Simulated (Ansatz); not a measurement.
Base system: Rh in the fcc (Cu type) structure (space group Fm-3m, No. 225; a = 3.802 Å; relaxed with 0.1 eV smearing). Axes: x, y, z lie along the cube axes.

Calculations: Kohn–Sham DFT with the r2SCAN functional, run in Ansatz (a quantum-chemistry and plane-wave program) with PAW and 500 eV plane waves, spin-orbit coupling left out, earlier PAW set.

Perturbation: biaxial strain −4.16 %, plane normal [111], relaxed out of plane (Cartesian); in-plane vectors clamped, the third vector and the atoms free.

### Question
What happens to the out-of-plane strain, energy relative to the base and in-plane stress?

### Answer
The out-of-plane strain comes out as +2.50 %; the energy rises by 106 meV/atom; the mean in-plane stress (compression positive) amounts to +32.8 GPa.

Whether these cells are dynamically stable was not tested. All final runs are without spin polarisation.
